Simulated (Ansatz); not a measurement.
We consider SnO2 (model structure, started from the tetragonal ZrO2 type, P4₂/nmc, No. 137, 6 atoms in the cell), described by r²SCAN+rVV10 (plane waves, PAW; Ansatz, an electronic-structure program).

Run with plane-wave cutoff 560 eV, 10×10×8 k mesh (along the axes of the cell as run), Fermi–Dirac smearing 0.01 eV, scalar-relativistic PAW data made under PBE.

Cell (relaxed at this level):

Space group P4₂/nmc, origin choice 1 (No. 137); a = b = 3.543 Å, c = 5.390 Å, α = β = γ = 90.00°

```json
[
 {"atom": "Sn", "site": "2a", "symmetry": "-4m2", "x": "0.0000", "y": "0.0000", "z": "0.0000"},
 {"atom": "O", "site": "4d", "symmetry": "2mm.", "x": "0.0000", "y": "0.5000", "z": "0.1793"}
]
```

Question: Estimate the band gap and smallest direct gap on the k points sampled that the calculation returns.

Answer: 
- band gap = 1.72 eV
- smallest direct gap on the k points sampled = 1.87 eV

Note: the relaxation could raise the start's symmetry but not lower it, so the cell can be a saddle point.

Spin–orbit coupling is not included.

The computed numbers hold no vibrational or temperature effects.

Cost on a shared machine: very roughly 26 core-seconds.

A model structure was made by putting elements into a prototype or built by hand; it is no filed structure, need not be a known phase, and can be a saddle point held by its symmetry.
